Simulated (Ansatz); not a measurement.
The parent structure is Ge in the diamond structure (space group Fd-3m, No. 227; a = 5.6222 Å). Axes: x, y, z lie along the cube axes.

The values are results of Ansatz (an electronic-structure program) LDA, scalar-relativistic without spin-orbit coupling, not measurements.

Strains are applied to the cell and any free atomic positions relax.

One change was made to it. Results:

| quantity | base | after |
|---|---|---|
| energy relative to the base (free energy F) | 0 meV/atom | +3.4 meV/atom |
| pressure (mean of the normal stresses, compression positive) | 0.0 GPa | 1.5 GPa |

Q: Which change produced these results?
(A) uniaxial strain ε_zz = +2.50 %
(B) uniaxial strain ε_zz = −0.50 %
(C) uniaxial strain ε_zz = −2.00 %
(D) uniaxial strain ε_zz = +2.00 %
(E) uniaxial strain ε_zz = +1.50 %

A: C, uniaxial strain ε_zz = −2.00 %. For comparison, the pressure in the other runs: uniaxial strain ε_zz = −0.50 % gives 0.4 GPa; uniaxial strain ε_zz = +1.50 % gives -1.0 GPa; uniaxial strain ε_zz = +2.50 % gives -1.7 GPa; uniaxial strain ε_zz = +2.00 % gives -1.3 GPa.

Stability against distortions was not tested.
